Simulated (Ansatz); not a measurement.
## Effect of biaxial strain −1.00 %, plane normal [001], relaxed out of plane on MgTe

The reference is MgTe in the zinc blende structure (space group F-43m, No. 216; a = 6.3681 Å). Axes: x, y, z lie along the cube axes.

Modification: biaxial strain −1.00 %, plane normal [001], relaxed out of plane (Cartesian); in-plane vectors clamped, the third vector and the atoms free.

All numbers come from LDA (Ansatz, a first-principles code, PAW, no SOC). k-mesh 9×9×9 (Γ-centred); smearing 0.05 eV (Fermi–Dirac).

The space group becomes I-4m2 (No. 119) (base: F-43m (No. 216)) and the energy rises by 0.7 meV/atom. The pressure (mean of the normal stresses, compression positive) grows by 2.37 kbar (0.1 kbar → 2.4 kbar) and the band gap is nearly the same (2.38 eV against 2.39 eV). The gap character remains direct at Γ and the electron mass remains 0.16 mₑ (at Γ). The valence-band top at Γ (three highest levels, from the VBM) goes from 0.00, 0.00, 0.00 eV to 0.00, 0.00, -0.07 eV and the valley order (the lowest conduction-band minima on the path, energy above the VBM, named in the base's zone) changes from Γ 2.38 eV; X along ⟨100⟩ 2.66 eV; L along ⟨111⟩ 3.17 eV to Γ 2.39 eV; X along [010] 2.61 eV; X along [001] 2.67 eV; L along [111] 3.16 eV. The out-of-plane strain comes out as +1.39 % and the ratio −ε⊥/ε∥ amounts to 1.39. The mean in-plane stress (compression positive) amounts to +0.4 GPa.

Final structure (turned so that z lies along the plane normal):

```
MgTe
1.0
    4.45790     0.00000     0.00000
    0.00000     4.45790     0.00000
    2.22895    -2.22895     3.22832
Mg Te
1 1
Direct
  0.00000   0.00000   0.00000
  0.75000   0.75000   0.50000
```

Spin-orbit coupling, missing from the scalar runs, can matter with Te. Effective masses come from finite differences of ±0.01 Å⁻¹. Whether these cells are dynamically stable was not tested. k-point labels follow each cell's own Brillouin zone.
